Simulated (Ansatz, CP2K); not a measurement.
A CP2K input for a relaxation of cell and atoms of SrTiO3 (Pm-3m, 5 atoms in the cell) (DFT PBE, GPW, DZVP-MOLOPT-SR-GTH basis, GTH-PBE potentials (GTH_POTENTIALS)):

```
&GLOBAL
  PROJECT srtio3
  RUN_TYPE CELL_OPT
  PRINT_LEVEL LOW
&END GLOBAL
&FORCE_EVAL
  METHOD Quickstep
  STRESS_TENSOR ANALYTICAL
  &DFT
    BASIS_SET_FILE_NAME BASIS_MOLOPT
    POTENTIAL_FILE_NAME GTH_POTENTIALS
    &QS
      METHOD GPW
      EPS_DEFAULT 1E-10
      EXTRAPOLATION USE_GUESS
    &END QS
    &MGRID
      CUTOFF 600
      REL_CUTOFF 50
      NGRIDS 5
    &END MGRID
    &SCF
      SCF_GUESS ATOMIC
      EPS_SCF 1E-7
      MAX_SCF 100
      ADDED_MOS 8
      &DIAGONALIZATION
        ALGORITHM STANDARD
      &END DIAGONALIZATION
      &MIXING
        METHOD BROYDEN_MIXING
        ALPHA 0.2
        NBUFFER 10
      &END MIXING
      &SMEAR ON
        METHOD FERMI_DIRAC
        ELECTRONIC_TEMPERATURE [K] 232.09
      &END SMEAR
    &END SCF
    &KPOINTS
      SCHEME MONKHORST-PACK 6 6 6
      GAMMA_CENTERED T
    &END KPOINTS
    &XC
      &XC_FUNCTIONAL PBE
      &END XC_FUNCTIONAL
    &END XC
    &PRINT
      &MO
        EIGENVALUES T
        OCCUPATION_NUMBERS T
        NDIGITS 8
        FILENAME mo
        &EACH
          QS_SCF 0
        &END EACH
        ADD_LAST NUMERIC
      &END MO
      &MULLIKEN OFF
      &END MULLIKEN
    &END PRINT
  &END DFT
  &SUBSYS
    &CELL
      ABC 3.98895800 3.98895800 3.98895800
      ALPHA_BETA_GAMMA 90.00000000 90.00000000 90.00000000
      PERIODIC XYZ
    &END CELL
    &COORD
      SCALED
      Sr       0.00000000     0.00000000     0.00000000
      Ti       0.50000000     0.50000000     0.50000000
      O        0.50000000     0.00000000     0.50000000
      O        0.00000000     0.50000000     0.50000000
      O        0.50000000     0.50000000     0.00000000
    &END COORD
    &KIND Sr
      BASIS_SET DZVP-MOLOPT-SR-GTH-q10
      POTENTIAL GTH-PBE-q10
    &END KIND
    &KIND Ti
      BASIS_SET DZVP-MOLOPT-SR-GTH-q12
      POTENTIAL GTH-PBE-q12
    &END KIND
    &KIND O
      BASIS_SET DZVP-MOLOPT-SR-GTH-q6
      POTENTIAL GTH-PBE-q6
    &END KIND
  &END SUBSYS
  &PRINT
    &FORCES ON
    &END FORCES
    &STRESS_TENSOR ON
    &END STRESS_TENSOR
  &END PRINT
&END FORCE_EVAL
&MOTION
  &CELL_OPT
    OPTIMIZER BFGS
    MAX_ITER 60
    MAX_FORCE 4E-4
    RMS_FORCE 3E-4
    EXTERNAL_PRESSURE [GPa] 0
    PRESSURE_TOLERANCE [bar] 200
  &END CELL_OPT
  &PRINT
    &CELL ON
    &END CELL
    &RESTART OFF
    &END RESTART
    &RESTART_HISTORY OFF
    &END RESTART_HISTORY
  &END PRINT
&END MOTION
```

Task: Give the Ansatz (an electronic-structure program) input for the same structure, mesh, smearing and functional.

Result: This is the input that was run; spellings and numerical settings could be chosen otherwise.

Ansatz 0.2 input:
```yaml
crystal:
  lattice:
    - [3.98895800, 0.00000000, 0.00000000]
    - [0.00000000, 3.98895800, 0.00000000]
    - [0.00000000, 0.00000000, 3.98895800]
  atoms:
    - { symbol: Sr, position: [0.00000000, 0.00000000, 0.00000000] }
    - { symbol: Ti, position: [0.50000000, 0.50000000, 0.50000000] }
    - { symbol: O, position: [0.50000000, 0.00000000, 0.50000000] }
    - { symbol: O, position: [0.00000000, 0.50000000, 0.50000000] }
    - { symbol: O, position: [0.50000000, 0.50000000, 0.00000000] }
kpoints:
  mp_grid: { grid: [6, 6, 6] }
hamiltonian:
  xc: pbe
  pseudopotentials: { kind: paw }
scf:
  occupations: { method: fermi_dirac, width: 0.02 }
relax:
  cell: {}
output:
  forces: true
  eigenvalues: true
  stress: true
```

Basis, cutoffs, solver keys and any potentials are the target program's own. This input uses DFT, PBE, plane waves, default PAW files.

The starting cell has typed, rounded lattice constants, without a prior relaxation at this level. Its lattice was rescaled by a random factor within 2.5 % of one.
